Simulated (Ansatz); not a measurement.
# What uniaxial strain ε_zz = +0.60 % does to BN

The parent structure is BN in the wurtzite structure (space group P6_3mc, No. 186; a = 2.5410 Å, c = 4.2033 Å). Axes: x lies along a and z along c of the hexagonal cell.

The change: the cell is stretched by 0.60 % along z with no lateral relaxation, atoms relaxed at fixed cell.

All numbers come from PBEsol/PAW in Ansatz (a program for electronic structure), without spin-orbit coupling. k-mesh 15×15×8 (Γ-centred); smearing 0.05 eV (Fermi–Dirac).

The volume per atom grows by 0.035 Å³ to 5.91 Å³ and the space group is still P6_3mc (No. 186). The shortest interatomic distance hardly moves (1.559 Å against 1.560 Å) and the energy goes up by 0.7 meV/atom. The pressure (mean of the normal stresses, compression positive) goes from zero to -2.29 GPa and the band gap drops by 0.01 eV (4.96 eV → 4.95 eV). The gap character remains indirect, Γ → K and the width of the top valence band shrinks by 0.04 eV (5.49 eV → 5.45 eV). The electron mass changes from 0.30 mₑ along c, 0.50 mₑ across (at K) to 0.30 mₑ along z, 0.50 mₑ across (at K) and the valence-band top at Γ (three highest levels, from the VBM) becomes 0.00, 0.00, -0.30 eV (base: 0.00, 0.00, -0.28 eV). The stress (xx, yy, zz, yz, xz, xy; compression positive) comes out as (-0.36, -0.36, -6.15, 0.00, 0.00, 0.00) GPa.

Final structure:

```yaml
crystal:
  lattice:
    - [2.54100, 0.00000, 0.00000]
    - [-1.27050, 2.20057, 0.00000]
    - [0.00000, 0.00000, 4.22852]
  atoms:
    - { symbol: B, position: [0.33333, 0.66667, 0.00027] }
    - { symbol: B, position: [0.66667, 0.33333, 0.50027] }
    - { symbol: N, position: [0.33333, 0.66667, 0.37473] }
    - { symbol: N, position: [0.66667, 0.33333, 0.87473] }
```

Masses are band curvatures over ±0.01 Å⁻¹ around the edge. Stability against distortions was not tested.
